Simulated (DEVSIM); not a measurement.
abrupt InP p-n junction

Structure: abrupt InP p-n junction, at 300 K.

```tsv
layer (left to right)	material	thickness (μm)	Nd (cm⁻³)	Na (cm⁻³)	τn (s)	τp (s)
1	InP	1.60	-	1.4e17	5.5e-8	5.5e-8
2	InP	110	2.8e17	-	5.5e-8	5.5e-8
```

Left contact: ohmic. Right contact: ohmic. Voltage is applied to the left contact. Recombination: SRH at mid-gap, radiative. Mobility is μmin + (μ − μmin)/(1 + (N/Nref)^α).

Constants are typed, rounded textbook-type inputs, not results; the design itself was drawn at random and stands for no fabricated device. Values at 300 K.

```
parameter          InP
-------------  -------
gap (eV)         1.344
affinity (eV)     4.38
permittivity      12.5
Nc (cm⁻³)       5.7e17
Nv (cm⁻³)       1.1e19
μn (cm²/Vs)       5200
μp (cm²/Vs)        170
μn,min             400
μp,min              10
Nref,n            3e17
Nref,p          4.9e17
αn                0.47
αp                0.62
B (cm³/s)      1.2e-10
```

Simulated with DEVSIM: 1D drift-diffusion, Boltzmann statistics, complete ionisation; no tunnelling, impact ionisation, image-force lowering or self-heating.

```
Quantity                                            Result
---------------------------------------------  -----------
Potential step across the device at zero bias      1.213 V
Largest field in the device at zero bias       180000 V/cm
Dark forward voltage at 1 A/cm²                    0.952 V
Dark forward voltage at 100 A/cm²                  1.082 V
```

Dark forward current:

(V (V), J (A/cm²)): (0.05, 1.9e-11); (0.10, 6.5e-11); (0.20, 5.2e-10); (0.25, 1.4e-9); (0.30, 3.9e-9); (0.40, 2.9e-8); (0.45, 8.2e-8); (0.55, 7.6e-7); (0.60, 2.9e-6); (0.65, 1.3e-5); (0.75, 0.00045); (0.80, 0.0029); (0.85, 0.020); (0.95, 0.93); (1.00, 6.3); (1.10, 170); (1.15, 450); (1.20, 840); (1.30, 1800); (1.35, 2300)

Dark reverse current:

```csv
V (V),J (A/cm²)
-0.20,-2.7e-11
-0.50,-5.6e-11
-1.00,-9.7e-11
-1.50,-1.3e-10
-2.00,-1.7e-10
-3.00,-2.3e-10
```
